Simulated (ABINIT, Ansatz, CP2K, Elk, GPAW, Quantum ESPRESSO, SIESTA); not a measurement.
## Code comparison for HgTe (P3_221, 6 atoms in the cell)

Self-consistent single point.

```
HgTe
1.0
    4.58273     0.00000     0.00000
   -2.29136     3.96876     0.00000
    0.00000     0.00000    10.22898
Hg Te
3 3
Direct
  0.68832   0.68832   0.00000
  0.31168   0.00000   0.66667
  0.00000   0.31168   0.33333
  0.51372   0.51372   0.50000
  0.48628   0.00000   0.16667
  0.00000   0.48628   0.83333
```

All programs got the same cell, k-point mesh and kind of occupations (in Ansatz's words: kpoints.mp_grid.grid = 5 5 2; scf.occupations.method = fermi_dirac; scf.occupations.width = 0.01 eV); potentials, basis and cutoffs are each program's usual ones.

```json
[
 {"code": "CP2K", "model": "PBEsol, GPW, TZVP-MOLOPT-SR-GTH basis, GTH-PBE potentials (GTH_POTENTIALS)", "pressure (GPa)": "2.32", "largest force (eV/Å)": "0.711", "gap on the mesh (eV)": "0.694", "k-points": "26", "cutoff": "grid 500 Ry"},
 {"code": "Ansatz", "model": "PBEsol, default PAW files made with PBE", "pressure (GPa)": "0.61", "largest force (eV/Å)": "0.342", "gap on the mesh (eV)": "0.740", "k-points": "10", "cutoff": "420 eV"},
 {"code": "GPAW", "model": "PBEsol, GPAW PAW datasets PBEsol (made by gpaw-setup)", "pressure (GPa)": "0.64", "largest force (eV/Å)": "0.350", "gap on the mesh (eV)": "0.738", "k-points": "10", "cutoff": "550 eV"},
 {"code": "SIESTA", "model": "GGA PBEsol, numerical atomic orbitals DZP, PseudoDojo PBEsol standard norm-conserving potentials (rewritten from UPF to PSML)", "pressure (GPa)": "0.01", "largest force (eV/Å)": "0.846", "gap on the mesh (eV)": "0.882", "k-points": "28", "cutoff": "grid 300 Ry"},
 {"code": "ABINIT", "model": "PBEsol, norm-conserving pseudopotentials (PseudoDojo nc-sr-04 PBEsol standard)", "pressure (GPa)": "0.57", "largest force (eV/Å)": "0.338", "gap on the mesh (eV)": "0.728", "k-points": "10", "cutoff": "41 Ha"},
 {"code": "Elk", "model": "PBEsol, all-electron FP-LAPW, Elk's shipped species files, APW+lo basis with extra local orbitals", "pressure (GPa)": "–", "largest force (eV/Å)": "–", "gap on the mesh (eV)": "0.747", "k-points": "14", "cutoff": "rgkmax 8"},
 {"code": "Quantum ESPRESSO", "model": "PBEsol, GBRV 1.5 ultrasoft (PBESOL) pseudopotentials", "pressure (GPa)": "1.01", "largest force (eV/Å)": "0.453", "gap on the mesh (eV)": "0.740", "k-points": "10", "cutoff": "40 Ry"}
]
```

Size of the force on each atom (eV/Å): Sizes of forces hide their directions.

```
code                Hg1    Hg2    Hg3    Te4    Te5    Te6
----------------  -----  -----  -----  -----  -----  -----
CP2K              0.125  0.125  0.125  0.711  0.711  0.711
Ansatz            0.071  0.071  0.071  0.342  0.342  0.342
GPAW              0.089  0.089  0.089  0.350  0.350  0.350
SIESTA            0.206  0.206  0.206  0.846  0.846  0.846
ABINIT            0.073  0.073  0.073  0.338  0.338  0.338
Quantum ESPRESSO  0.073  0.073  0.073  0.453  0.453  0.453
```

A dash marks a value that a program does not give, or that is left out as unsure.

Gaps are read on the mesh. Another mesh or the band path gives a smaller gap, so these values are not converged in the mesh.

The spread over the programs that give each value: pressure within 2.31 GPa; largest force within 0.508 eV/Å; gap on the mesh within 0.188 eV.

The starting cell comes from a database of computed structures (which also holds hypothetical and non-ambient phases and stackings), without a prior relaxation at this level. Its lattice was rescaled by a random factor within 2.5 % of one. On Ansatz's run: Spin-orbit coupling is off. Another mesh or the band path of this cell gives a smaller gap, so this value is not converged in the mesh.

**Question.** Why do the programs differ, and what cannot be compared?

**Answer.** Differences of this kind can come from the potentials, where these differ, and from what each basis and cutoff leave unconverged. The valence holds different numbers of electrons (CP2K 54, Ansatz (an electronic-structure program) 108, GPAW 72, SIESTA 108, ABINIT 108, Quantum ESPRESSO 54). The zero of total energies and Fermi levels follows the potentials and each program's conventions, so they are not compared here. CP2K and SIESTA use small atom-centred bases, whose incompleteness enters pressures, forces and empty levels differently from a plane-wave cutoff. Elk treats all electrons, but the usual bases taken here (sphere radii, linearisation, local orbitals, empty states) were not tested for convergence, so the values are no reference for the others. Ansatz's pressure is given at a fixed set of plane waves, as the other plane-wave codes print theirs; with its correction for the finite basis it is 0.64 GPa. The programs reduce the same mesh by symmetry to different extents, which changes the work and not the result. In the pressure, CP2K (by 1.70) lies more than 1 GPa from the median of the plane-wave programs. In the gap, SIESTA (by 0.142) lies more than 0.12 eV from the median of the plane-wave programs. In the force vectors, CP2K (by 0.365), SIESTA (by 0.500) and Quantum ESPRESSO (by 0.107) lie more than 0.08 eV/Å from the median of the plane-wave programs.

Left out of this page: FLEUR (stopped by limits of time or memory).

Keys are those of Ansatz 0.2.
